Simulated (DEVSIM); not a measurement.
Device: abrupt GaP p-n junction, at 300 K.

Layer 1 from the left is GaP, thickness (μm) 54.0, Na (cm⁻³) 3.6e15, τn (s) 1e-6, τp (s) 1e-6. Layer 2 from the left is GaP, thickness (μm) 4.50, Nd (cm⁻³) 1.7e16, τn (s) 1e-6, τp (s) 1e-6.

Left contact: ohmic. Right contact: ohmic. Voltage is applied to the left contact. Recombination: SRH at mid-gap, radiative, Auger. Mobility is μmin + (μ − μmin)/(1 + (N/Nref)^α).

The device is made up for the run: typed textbook-type constants, with dimensions and the other settings drawn at random. Values at 300 K.

GaP: gap (eV) 2.26, affinity (eV) 3.8, permittivity 11.1, Nc (cm⁻³) 1.8e19, Nv (cm⁻³) 1.9e19, μn (cm²/Vs) 250, μp (cm²/Vs) 150, μn,min 10, μp,min 10, Nref,n 4.4e18, Nref,p 1e18, αn 0.8, αp 0.85, B (cm³/s) 1e-13, Cn (cm⁶/s) 1e-30, Cp (cm⁶/s) 1e-30.

### Question
Estimate by hand the built-in potential, the peak field at zero bias, the capacitance at -0.6 V, and compare with a numerical solution.

### Answer

- Built-in potential: ni = √(Nc Nv) exp(−Eg/2kT) = 1.92 cm⁻³ with Eg = 2.260 eV; Vbi = kT/q ln(Na Nd/ni²) = 1.858 V; numerical 1.858 V.
- Peak field at zero bias: depletion approximation: W = √(2εVbi/(qN)) = 0.876 μm with N = 2.97e15 cm⁻³; field = 2Vbi/W = 42400 V/cm; numerical 41800 V/cm (estimate above by 1.4 %).
- Capacitance at -0.6 V: C = √(qεN / 2(Vbi + |V|)) = 9.75 nF/cm²; numerical 9.86 nF/cm² (estimate below by 1.1 %).

DEVSIM, 1D drift-diffusion, Boltzmann statistics, complete ionisation; no tunnelling, impact ionisation, image-force lowering or self-heating.
